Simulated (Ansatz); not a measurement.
# Au, response to strain

Start from Au in the fcc (Cu type) structure (space group Fm-3m, No. 225; a = 4.083 Å; relaxed with 0.1 eV smearing).

Strains are applied to the cell and any free atomic positions relax.

Level of theory: PBEsol (Ansatz, a first-principles code), scalar-relativistic without spin-orbit coupling.

Candidates:
(a) isotropic strain +1.50 %
(b) isotropic strain +2.00 %
(c) isotropic strain −1.50 %

Notes on the quantities. energy relative to the base: free energy F.

Task: Order them by energy relative to the base, lowest first.

Result: (a) isotropic strain +1.50 % (+18 meV/atom), (c) isotropic strain −1.50 % (+20 meV/atom), (b) isotropic strain +2.00 % (+30 meV/atom)

No phonon test of stability was made.
